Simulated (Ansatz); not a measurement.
# TiCo3 (Pm-3m, No. 221, 4 atoms in the cell; start mp-608)

Method: r²SCAN (Ansatz, a program for electronic structure, PAW).

Settings: plane-wave cutoff 560 eV, 16×16×16 k mesh, Fermi–Dirac smearing 0.05 eV, spin-polarised start, scalar-relativistic PAW data made under PBE.

Cell (relaxed at this level):

```yaml
crystal:
  lattice:
    - [3.58696, 0.00000, 0.00000]
    - [0.00000, 3.58696, 0.00000]
    - [0.00000, 0.00000, 3.58696]
  atoms:
    - { symbol: Ti, position: [0.00000, 0.00000, 0.00000] }
    - { symbol: Co, position: [0.50000, 0.50000, 0.00000] }
    - { symbol: Co, position: [0.00000, 0.50000, 0.50000] }
    - { symbol: Co, position: [0.50000, 0.00000, 0.50000] }
```

| Item | Result |
|---|---|
| band gap | none |
| bulk modulus | 202 GPa |

Note: the magnetic order was assumed, not searched for or taken from measurement; the relaxation could not lower the start's symmetry, so the cell can be a saddle point above a distorted one; the bulk modulus is −V dP/dV from two relaxed cells at ±2 % in volume.

Computing time: very roughly 7 core-minutes.

A start named mp-… is a Materials Project structure, which need not be a measured phase.
